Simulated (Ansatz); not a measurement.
Input and output of a relaxation of the atoms for MgZrF₆ (I4mm, 8 atoms in the cell) (Ansatz, a program for electronic structure).

Method of the run: LDA (PW92), default PAW files made with PBE (plane waves; Ansatz).

The change in words: one atom moved by 0.15 angstrom; relax: default → atoms; relax.f_tol: default → 0.05 eV/Å. Reference geometry:
```xyz
8
Lattice="0.0000 4.0080 4.0080 4.0080 0.0000 4.0080 4.0080 4.0080 0.0000" Properties=species:S:1:pos:R:3 pbc="T T T"
Mg     4.0080     4.0080     4.0080
Zr     0.0000     0.0000     0.0000
F      2.0231     4.0080     4.0080
F      5.9929     4.0080     4.0080
F      4.0080     2.0231     4.0080
F      4.0080     5.9929     4.0080
F      4.0080     4.0080     2.0231
F      4.0080     4.0080     5.9929
```

Reference input (self-consistent single point, DFT, LDA (PW92), plane waves, default PAW files made with PBE): basis.ecutwfc = 420 eV; kpoints.mp_grid.grid = 6 6 6; hamiltonian.xc = lda; hamiltonian.pseudopotentials = {kind: paw} (the program's default PAW files); scf.occupations.method = fixed. This run's input differs from it in these lines:

```diff
@@ -7,3 +7,3 @@
   atoms:
-    - { symbol: Mg, position: [0.500000, 0.500000, 0.500000] }
+    - { symbol: Mg, position: [0.518713, 0.518713, 0.481287] }
     - { symbol: Zr, position: [0.000000, 0.000000, 0.000000] }
@@ -27,2 +27,4 @@
     method: fixed
+relax:
+  f_tol: 0.05
 output:
```

Output (repeated stretches shortened):

```
   [... SCF lines of the steps left out ...]
relax step   1: F+E_penalty+E_count = -10754.16869744 eV  Δ(F+E_penalty+E_count) = +0.000e0 eV  max|allowed force component| = 1.631e0 eV/Å  Δτ_max = 0.0000 Å  (6 SCF iters, dr2 threshold 6.25e-5 eV, accepted)
relax step   2: F+E_penalty+E_count = -10754.23047219 eV  Δ(F+E_penalty+E_count) = -6.177e-2 eV  max|allowed force component| = 1.149e0 eV/Å  Δτ_max = 0.0257 Å  (5 SCF iters, dr2 threshold 1.00e-4 eV, accepted)
relax step   3: F+E_penalty+E_count = -10754.29901649 eV  Δ(F+E_penalty+E_count) = -6.854e-2 eV  max|allowed force component| = 1.587e-2 eV/Å  Δτ_max = 0.1051 Å  (5 SCF iters, dr2 threshold 8.26e-5 eV, accepted)
relax step   4: F+E_penalty+E_count = -10754.29901710 eV  Δ(F+E_penalty+E_count) = -6.029e-7 eV  max|allowed force component| = 1.567e-2 eV/Å  Δτ_max = 0.0000 Å  (4 SCF iters, accepted)
the relaxation is at rest under the 8 symmetry operations that the run kept from its start: a minimum is not shown …
Stability not checked: this state was not tested for a lower state beside it, because too few of the mixer's solves of this state at the end of the SCF gave a …
Free energy (F): -10754.299017 eV
Internal energy: -10754.299017 eV  (E = F + TS)
E sigma→0 (E₀):  -10754.299017 eV
Fermi energy:    -0.720677 eV
--- Forces (eV/Å), atoms counted from 1 ---
  atom   1  Mg    -0.00000000     0.00000000    -0.00219112
  atom   2  Zr    -0.00000000    -0.00000000    -0.01566954
   [... lines left out ...]
    - { symbol: F, position: [0.25295090793401037, 0.7517218912814891, 0.24827810871851075] }
    - { symbol: F, position: [0.7517218912814891, 0.2529509079340104, 0.7470490920659895] }
    - { symbol: F, position: [0.25296826845148496, 0.25296826845148496, 0.7470317315485151] }
    - { symbol: F, position: [0.751619864450906, 0.751619864450906, 0.248380135549094] }
```

The run converged. 

Summary of the result:
```
Property                                                   Value
------------------------------------------------  --------------
Free energy E − TS (on the zero of these files)   -10754.2990 eV
Top of the valence band (on the code's own zero)        -0.72 eV
Gap on the k-point mesh                                  6.89 eV
Pressure                                               -4.02 GPa
Largest force (vector length)                         0.016 eV/Å
Relaxation steps                                               4
```

The starting cell comes from a database of computed structures (which also holds hypothetical and non-ambient phases and stackings), without a prior relaxation at this level. Its lattice was rescaled by up to half a per cent. For this run, on top of that: one atom moved by 0.15 angstrom. The relaxation keeps the symmetry of its start, so its end need not be a minimum. Ansatz's pressure includes its estimate of the finite-basis (Pulay) stress. Without the estimate this run gives -4.79 GPa.

Cost on one core of a shared machine: roughly 50 s.

Keys are those of Ansatz 0.2.
